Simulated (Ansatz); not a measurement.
We consider BeS (model structure, started from the wurtzite type, P6₃mc, No. 186, 4 atoms in the cell), described by dielectric-dependent PBEsol hybrid (Ansatz, a quantum-chemistry and plane-wave program, plane waves, PAW).

Run with plane-wave cutoff 460 eV, 9×9×4 k mesh (along the axes of the cell as run), Fermi–Dirac smearing 0.01 eV, scalar-relativistic PAW data made under PBE.

The cell is the one relaxed with PBEsol. Conventional cell: a = 3.4117 Å, b = 3.4117 Å, c = 5.6250 Å, α = 90.00°, β = 90.00°, γ = 120.00°.

```
BeS
1.0
    3.41172     0.00000     0.00000
   -1.70586     2.95464     0.00000
    0.00000     0.00000     5.62504
Be S
2 2
Direct
  0.66667   0.33333   0.99956
  0.33333   0.66667   0.49956
  0.66667   0.33333   0.62564
  0.33333   0.66667   0.12564
```

Task: List the 9 lowest band energies at Γ above −25 eV (eV, relative to the valence band maximum), grouping those that round alike.

Result: At Γ: -14.95, -13.20, -6.50, -1.25 (×2), -0.17, 0.00 (×2), 6.44.

Note: the run warned that its exchange threshold was loose for the stress; the relaxation could raise the start's symmetry but not lower it, so the cell can be a saddle point; cell and atoms aren't relaxed at this level (pressure -0.4 GPa).

A model structure was made by putting elements into a prototype or built by hand; it is no filed structure, need not be a known phase, and can be a saddle point held by its symmetry.
